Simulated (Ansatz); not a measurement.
Consider interstitial K in beta Ga2O3, charge state +1. Computed with PBE, PAW (plane waves to 420 eV; Ansatz, a quantum-chemistry and plane-wave program).

120-site cell at the relaxed PBE lattice, the Γ point alone, smearing 0.01 eV, spin-restricted, no finite-size correction. Static, classical nuclei. The charge state is imposed; whether it is stable for some Fermi level was not computed. Sites that were not tried may lie lower. The start lies 0.064 eV above the lowest site run (PBE).

Barriers: single points on a 2×2×2 k-point mesh shifted by half a step at the bands' geometries (they differ from the bands' own by up to 0.10 eV, and are uncertain by about as much).

The step: several atoms move together, K the farthest; the atom moves 3.15 Å along (-0.21, 0.00, 0.22) of the unit cell; the moving atom starts with neighbours Ga at 2.63; O at 2.25, 2 O at 2.34, O at 2.55, 2 O at 2.64, O at 2.88 Å and ends with Ga at 2.63; O at 2.25, 2 O at 2.34, O at 2.55, 2 O at 2.64, O at 2.88 Å.

Q: Estimate the migration barrier of this step that PBE, PAW returns for this input.

A: 205 kJ/mol, the same both ways. At the saddle the moving atom has neighbours 2 Ga at 2.74, 2 Ga at 2.76, 2 Ga at 2.87; 2 O at 2.24, 2 O at 2.60, 2 O at 2.62 Å. The saddle point's order was not checked, and it lies on a symmetry element of the cell, where a band can be held.
